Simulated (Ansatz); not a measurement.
Sn on the 1x1 (111) surface of fcc Pd, one in a 3x3 cell, energies for each (60.6 Å²). Energies are against an atom of beta tin, without zero-point or thermal terms; each row is named by its start.

All values below come from PBE (plane waves to 420 eV, PAW; Ansatz, an electronic-structure program).

Set-up: 37 atoms, 6.8 Å thick at the start under the adsorbate (thin: gaps and levels are the slab's own); mesh 4x4x1; 0.1 eV smearing; dipole correction on; 18 atoms held, the rest relaxed; each run with such symmetry as its start has; spin where the adsorbate may keep a moment, no spin-orbit, no U, no dispersion correction.

A negative adsorption energy means that the adsorbate is more stable on the surface than in its reference. Heights count from the host atoms within 0.3 Å of the top one.

```json
[
 {"starting site": "top Pd", "E_ads (eV)": "-0.81", "height (Å)": "2.08", "nearest host atom (Å)": "Pd 2.43", "bonded to": "Pd", "Δ work function (eV)": "-0.75", "lateral drift (Å)": "0.0", "moment (μB)": "0.0"},
 {"starting site": "hollow Pd-Pd-Pd over Pd at depth 2.3 Å", "E_ads (eV)": "-1.67", "height (Å)": "2.01", "nearest host atom (Å)": "Pd 2.60", "bonded to": "3 Pd", "Δ work function (eV)": "-0.63", "lateral drift (Å)": "0.0", "moment (μB)": "–"},
 {"starting site": "hollow Pd-Pd-Pd over Pd at depth 4.5 Å", "E_ads (eV)": "-1.64", "height (Å)": "2.04", "nearest host atom (Å)": "Pd 2.61", "bonded to": "3 Pd", "Δ work function (eV)": "-0.62", "lateral drift (Å)": "0.0", "moment (μB)": "–"}
]
```
